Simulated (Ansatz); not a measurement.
AlN (model structure, started from the HgO type, Fm-3m, No. 225, 6 atoms in the cell; like a known high-pressure phase), treated with r²SCAN in Ansatz (PAW).

Run with plane-wave cutoff 560 eV, 12×12×6 k mesh (along the axes of the cell as run), Fermi–Dirac smearing 0.01 eV, scalar-relativistic PAW data made under PBE.

Cell (relaxed with PBE-D3(BJ)):

```cif
data_Al4N4
_chemical_formula_sum 'Al4 N4'
_space_group_name_H-M_alt 'Fm-3m'
_space_group_IT_number 225
_space_group_name_Hall '-F 4 2 3'
_cell_length_a 4.03531
_cell_length_b 4.03531
_cell_length_c 4.03531
_cell_angle_alpha 90.000
_cell_angle_beta 90.000
_cell_angle_gamma 90.000
loop_
_atom_site_label
_atom_site_type_symbol
_atom_site_symmetry_multiplicity
_atom_site_Wyckoff_symbol
_atom_site_fract_x
_atom_site_fract_y
_atom_site_fract_z
_atom_site_occupancy
Al1 Al 4 b 0.50000 0.50000 0.50000 1
N1 N 4 a 0.00000 0.00000 0.00000 1
```
(The calculation used a cell of 6 atoms; values per cell refer to that cell.)

Predict the band gap and smallest direct gap on the k points sampled.


* **band gap**: 5.54 eV (indirect)
* **smallest direct gap on the k points sampled**: 6.56 eV

Note: cell and atoms aren't relaxed at this level (pressure 0.5 GPa).

Static lattice: no zero-point or thermal effects.

The result took about 30 core-seconds (a rough figure).

A model structure was made by putting elements into a prototype or built by hand; it is no filed structure, need not be a known phase, and can be a saddle point held by its symmetry.

Ansatz is an electronic-structure program.
